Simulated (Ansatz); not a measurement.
Consider Ga$_{2}$O$_{3}$ in the corundum structure (space group R-3c, No. 167; a = 4.950 Å, c = 13.306 Å (hexagonal axes)). Axes: x lies along a and z along c of the hexagonal cell.

All numbers come from plane-wave PAW DFT at the LDA level (Ansatz, a first-principles code, 420 eV), without spin-orbit coupling.

Strains are applied to the cell and any free atomic positions relax.

One change was made to it. Results:

```tsv
quantity	base	after
band gap	3.04 eV	2.89 eV
energy relative to the base (free energy F)	0 meV/atom	+2.4 meV/atom
shortest interatomic distance	1.911 Å	1.919 Å
pressure (mean of the normal stresses, compression positive)	0.0 kbar	-31.8 kbar
```

### Question
Which of these changes matches the shifts?
A) uniaxial strain ε_zz = +1.50 %
B) uniaxial strain ε_zz = +2.25 %
C) uniaxial strain ε_zz = +0.75 %

### Answer
A, uniaxial strain ε_zz = +1.50 %. For comparison, the band gap in the other runs: uniaxial strain ε_zz = +2.25 % gives 2.81 eV; uniaxial strain ε_zz = +0.75 % gives 2.97 eV.

Whether these cells are dynamically stable was not tested.
